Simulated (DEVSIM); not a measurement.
Device: isotype n-n heterojunction Si/Ge, at 300 K.

```
layer (left to right)  material  thickness (μm)  Nd (cm⁻³)  τn (s)  τp (s)
---------------------  --------  --------------  ---------  ------  ------
1                            Si           0.830     8.3e16    1e-5    1e-5
2                            Ge           0.720     2.2e15    1e-5    1e-5
```

Left contact: ohmic. Right contact: ohmic. Voltage is applied to the left contact. Recombination: SRH at mid-gap. Mobility is constant in doping.

This is a model device: material constants are rounded textbook-type values typed into the input, and sizes, dopings and lifetimes were drawn at random. Values at 300 K.

```
parameter           Si       Ge
-------------  -------  -------
gap (eV)         1.124    0.664
affinity (eV)     4.05        4
permittivity      11.7       16
Nc (cm⁻³)      2.86e19  1.04e19
Nv (cm⁻³)       3.1e19     6e18
μn (cm²/Vs)       1417     3900
μp (cm²/Vs)        470     1900
```

Model (solved in DEVSIM): 1D drift-diffusion, Boltzmann statistics, complete ionisation; no tunnelling, impact ionisation, image-force lowering or self-heating. Band offsets follow the typed affinities; no thermionic-emission limit at abrupt steps, no polarisation charge.

Problem. Tabulate band edges, carrier densities and field at 1.15 V on the left contact.

Solution. Energies count from the Fermi level of the right contact; mesh points crowd at the junctions.

| x (μm) | Ec (eV) | Ev (eV) | n (cm⁻³) | p (cm⁻³) | field (V/cm) |
|---|---|---|---|---|---|
| 0.000 | -0.999 | -2.123 | 8.3e16 | 1400 | 1100 |
| 0.005598 | -0.998 | -2.122 | 8.3e16 | 1400 | 1100 |
| 0.01765 | -0.997 | -2.121 | 8.3e16 | 1400 | 1100 |
| 0.04357 | -0.994 | -2.118 | 8.3e16 | 1400 | 1100 |
| 0.1334 | -0.985 | -2.109 | 8.3e16 | 1400 | 1100 |
| 0.2926 | -0.968 | -2.092 | 8.3e16 | 1300 | 1100 |
| 0.5544 | -0.940 | -2.064 | 8.3e16 | 950 | 1100 |
| 0.7326 | -0.921 | -2.045 | 8.3e16 | 410 | 1100 |
| 0.7873 | -0.913 | -2.037 | 7.7e16 | 170 | 2500 |
| 0.8128 | -0.901 | -2.025 | 5.5e16 | < 1e2 | 8400 |
| 0.8246 | -0.887 | -2.011 | 3.5e16 | < 1e2 | 15000 |
| 0.8316 | -0.826 | -1.490 | 1.4e15 | 1700 | 14000 |
| 0.8390 | -0.815 | -1.479 | 1.7e15 | 2400 | 14000 |
| 0.8549 | -0.792 | -1.456 | 2.0e15 | 3600 | 15000 |
| 0.9067 | -0.717 | -1.381 | 2.2e15 | 7300 | 15000 |
| 1.000 | -0.581 | -1.244 | 2.2e15 | 14000 | 15000 |
| 1.190 | -0.305 | -0.969 | 2.2e15 | 28000 | 15000 |
| 1.385 | -0.021 | -0.685 | 2.2e15 | 1.9e7 | 15000 |
| 1.495 | 0.139 | -0.525 | 2.2e15 | 9.1e9 | 15000 |
| 1.527 | 0.185 | -0.479 | 2.2e15 | 5.5e10 | 15000 |
| 1.542 | 0.207 | -0.457 | 2.2e15 | 1.3e11 | 15000 |
| 1.550 | 0.219 | -0.445 | 2.2e15 | 2.0e11 | 15000 |
